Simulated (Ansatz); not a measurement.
The parent structure is BN in the zinc blende structure (space group F-43m, No. 216; a = 3.625 Å). Axes: x, y, z lie along the cube axes.

Perturbation: uniaxial stress, 2 GPa tension along z; all other stress components relax to zero.

Levels (all Ansatz, an electronic-structure program, PAW): PBE (420 eV, no SOC); r2SCAN (500 eV, no spin-orbit coupling); HSE06 (420 eV, scalar-relativistic without spin-orbit coupling); PBE+SOC (420 eV, spin-orbit coupling included).

One geometry, relaxed with PBE, under each level:

The valence-band top lists the three highest levels at Γ (Kramers pairs under SOC), from the VBM.

```json
[
 {"level": "PBE", "band gap": "4.43 eV", "lowest conduction level above the VBM at special points": "X 4.43 eV; M 4.49 eV; S₀ 6.94 eV; S 6.94 eV", "valence-band top at Γ": "0.00, 0.00, -0.03 eV", "electron mass": "0.91 mₑ along k, 0.30 mₑ across (at X)", "pressure": "-0.67 GPa"},
 {"level": "r2SCAN", "band gap": "4.95 eV", "lowest conduction level above the VBM at special points": "X 4.95 eV; M 5.01 eV; S₀ 7.54 eV; S 7.54 eV", "valence-band top at Γ": "–", "electron mass": "0.87 mₑ along k, 0.29 mₑ across (at X)", "pressure": "-5.42 GPa"},
 {"level": "HSE06", "band gap": "5.74 eV", "lowest conduction level above the VBM at special points": "X 5.74 eV; M 5.80 eV; S₀ 8.39 eV; Γ 10.50 eV", "valence-band top at Γ": "–", "electron mass": "–", "pressure": "–"},
 {"level": "PBE+SOC", "band gap": "4.42 eV", "lowest conduction level above the VBM at special points": "X 4.42 eV; M 4.48 eV; S₀ 6.93 eV; S 6.93 eV", "valence-band top at Γ": "0.00, -0.01, -0.04 eV", "electron mass": "0.91 mₑ along k, 0.30 mₑ across (at X)", "pressure": "-0.66 GPa"}
]
```

Single points use the geometry relaxed with PBE. Their cutoffs differ, which shifts pressures a little. HSE06 gaps are upper bounds (no full band path). The spin-orbit shifts are approximate. Load acts through the strain it causes; cell and atoms are relaxed under it. Masses are band curvatures over ±0.01 Å⁻¹ around the edge. Along k means along the line from Γ to the band edge. Beyond what the load breaks, stability against distortions was not tested. Labels are those of the standard path for the cell's own space group.
